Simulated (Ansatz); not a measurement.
## Band gap of BP (model structure, started from the GeS type, Pnma, No. 62, 8 atoms in the cell) at several levels of theory

No measured value is used here.

| level (code) | value (eV) | cell (Å³/atom) |
|---|---|---|
| LDA (Ansatz) | 0.62 (indirect) | 13.20 |
| PBEsol (Ansatz) | 0.59 (indirect) | 13.48 |
| r²SCAN (Ansatz) | 0.80 (indirect) | 13.58 |
| r²SCAN+rVV10 (Ansatz) | 0.77 (indirect) | 13.52 |

Computed values are for a static lattice.  Each level is taken at its own relaxed cell. Cutoffs differ between the levels. Ansatz's density-functional and Hartree–Fock values are scalar-relativistic unless marked +SOC, with PAW data made under PBE.

A model structure was made by putting elements into a prototype or built by hand; it is no filed structure, need not be a known phase, and can be a saddle point held by its symmetry.

Ansatz is a quantum-chemistry and plane-wave program.
